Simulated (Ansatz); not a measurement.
**Mg2Ge in the anti-fluorite structure (space group Fm-3m, No. 225)**

Space group Fm-3m (No. 225); a = b = c = 6.3644 Å, α = β = γ = 90.00°

| atom | site | symmetry | x | y | z |
|---|---|---|---|---|---|
| Mg | 8c | -43m | 0.2500 | 0.2500 | 0.2500 |
| Ge | 4a | m-3m | 0.0000 | 0.0000 | 0.0000 |
(The calculation used a cell of 3 atoms; values per cell refer to that cell.)

The values are results of DFT with PBEsol, PAW potentials and a 420 eV plane-wave cutoff in Ansatz (an electronic-structure program), spin-orbit coupling left out, not measurements. k-mesh 13×13×13 (Γ-centred); smearing 0.05 eV (Fermi–Dirac).

```json
{
  "volume_per_atom": "21.48 Å³",
  "density": "3.12 g/cm³",
  "band_gap": "0.08 eV, indirect, Γ → X",
  "electron_mass": "0.55 mₑ along k, 0.18 mₑ across",
  "Lowest conduction-band minima above the VBM": "X along ⟨100⟩ 0.08 eV; Γ 1.03 eV; L along ⟨111⟩ 1.03 eV",
  "total_energy": "-2692.818 eV/atom (σ→0; compares only within this code and set-up)"
}
```

Masses are band curvatures over ±0.01 Å⁻¹ around the edge. Along k means along the line from Γ to the band edge. Stability against distortions was not tested. The zero or small gap of Mg2Ge can change with the level of theory.
